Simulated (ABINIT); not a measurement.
Band structure of SrOsO₃ (Pm-3m, 5 atoms in the cell).

```
CELL_PARAMETERS angstrom
      3.99875     0.00000     0.00000
      0.00000     3.99875     0.00000
      0.00000     0.00000     3.99875
ATOMIC_POSITIONS crystal
  Sr 0.00000 0.00000 0.00000
  Os 0.50000 0.50000 0.50000
  O  0.50000 0.50000 0.00000
  O  0.00000 0.50000 0.50000
  O  0.50000 0.00000 0.50000
```
Moments meant for the start (each program seeds them in its own way; μB, in the order of the atoms Sr Os O O O): 0.0 1.0 0.0 0.0 0.0.

Computed with LDA (PW92), PAW (JTH v2.0 LDA PAW) (plane waves; ABINIT).

Settings: pseudos = [Sr.LDA_PW-JTH.xml, Os.LDA_PW-JTH.xml, O.LDA_PW-JTH.xml]; ecut = 48 Ry; pawecutdg = 96 Ry; pawxcdev = 0; nsppol = 2; occopt = 3; tsmear = 0.00499791 Ha; ngkpt = 7 7 7; nshiftk = 1; shiftk = 0 0 0; potentials = JTH v2.0 LDA PAW; kptopt = 1; nstep = 100.

The starting cell comes from a database of computed structures (which also holds hypothetical and non-ambient phases and stackings), without a prior relaxation at this level. Its lattice was rescaled by a random factor within 2.5 % of one. Spin-orbit coupling is off. The starting moments vanished: the run ended non-magnetic.

Levels in eV from the Fermi level, bands 14 to 21 of the first spin channel:
```tsv
point	14	15	16	17	18	19	20	21
Γ	-3.37	-3.37	-3.37	-2.94	-2.94	-2.94	0.33	0.33
X	-4.50	-3.72	-3.72	-2.82	0.03	0.03	0.34	2.76
M	-4.23	-4.23	-2.77	0.01	0.01	0.63	1.40	5.02
R	-2.70	-2.70	-2.70	0.91	0.91	0.91	4.02	4.02
```

Bands cross the Fermi level along this path, so the cell is metallic at this level.

The net moment of the cell came out as 0.00 μB.
